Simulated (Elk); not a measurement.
Band structure of AlNi₃ (Pm-3m, 4 atoms in the cell).

```yaml
crystal:
  lattice:
    - [3.52305, 0.00000, 0.00000]
    - [0.00000, 3.52305, 0.00000]
    - [0.00000, 0.00000, 3.52305]
  atoms:
    - { symbol: Al, position: [0.00000, 0.00000, 0.00000] }
    - { symbol: Ni, position: [0.00000, 0.50000, 0.50000], spin: 2.0 }
    - { symbol: Ni, position: [0.50000, 0.00000, 0.50000], spin: 2.0 }
    - { symbol: Ni, position: [0.50000, 0.50000, 0.00000], spin: 2.0 }
```
(The spins are starting values, not results.)

Level of theory: PBEsol, all-electron FP-LAPW, Elk's shipped species files, APW+lo basis with extra local orbitals (Elk).

Settings: xctype = 22; spinpol = true; rgkmax = 8; swidth = 0.00367493 Ha; ngridk = 5 5 5; reducebf = 0.8; gmaxvr = 14 1/bohr; nxlo = 2; lorbcnd = true; rmtscf = 0.92; lmaxi = 2; nempty = 1.25 per atom; maxscl = 100; bfcmt = [[0.0, 0.0, 0.0], [0.0, 0.0, -0.5], [0.0, 0.0, -0.5], [0.0, 0.0, -0.5]].

The starting cell comes from a database of computed structures (which also holds hypothetical and non-ambient phases and stackings), without a prior relaxation at this level. The starting moments vanished: the run ended non-magnetic, which need not be the lowest state. Values depend on the basis (sphere radii, cutoffs, local orbitals), which need not be converged.

Levels in eV from the Fermi level, bands 25 to 32 of the first spin channel:
| point | 25 | 26 | 27 | 28 | 29 | 30 | 31 | 32 |
|---|---|---|---|---|---|---|---|---|
| Γ | -0.09 | 0.17 | 0.17 | 0.17 | 0.84 | 0.84 | 0.84 | 6.78 |
| X | -1.09 | -1.09 | -0.94 | -0.37 | 0.17 | 5.67 | 5.67 | 5.71 |
| M | -1.23 | -1.16 | -0.86 | -0.79 | -0.50 | 1.06 | 1.06 | 8.31 |
| R | -1.23 | -0.98 | -0.98 | -0.31 | -0.04 | -0.04 | -0.04 | 3.70 |

Bands cross the Fermi level along this path, so the cell is metallic at this level.

The net moment of the cell came out as 0.00 μB.
